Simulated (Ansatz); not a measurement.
An Ansatz (a quantum-chemistry and plane-wave program) input (Ansatz r2SCAN, scalar-relativistic without spin-orbit coupling):

Ansatz 0.2 input:
```yaml
crystal:
  lattice:
    - [0, 2.5494868707, 2.5494868707]
    - [2.5494868707, 0, 2.5494868707]
    - [2.5494868707, 2.5494868707, 0]
  atoms:
    - { symbol: Mg, position: [0, 0, 0] }
    - { symbol: S, position: [0.5, 0.5, 0.5] }
basis: { ecutwfc: 500, ecutrho_ratio: 4, xc_grid: 4, fft_grid_basis: typed }
kpoints: { mp_grid: { grid: [11, 11, 11] } }
hamiltonian:
  xc: r2scan
  dispersion: none
  pseudopotentials: { kind: paw }
scf: { occupations: { method: fermi_dirac, width: 0.05 }, convergence: { dr2_threshold: 0.0000000002 } }
relax: { f_tol: 0.005, max_steps: 50 }
output: { forces: true, stress: true }
checkpoint: { write: state.ck, write_every: 1000 }
```

### Question
Which symmetry and how many k-points will the program report, and about how many plane waves at Γ?

### Answer
Space group Fm-3m (ITA 225) with 48 operations, k-points 56 of 1331, and 869 plane waves at Γ.

### Question
And the final pressure?

### Answer
5.47 GPa (compression positive).

The cells carry an imposed strain or load. No phonon test of stability was made. The cell was made from MgS in the rock salt structure (space group Fm-3m, No. 225) by this change: isotropic strain −2.00 %.
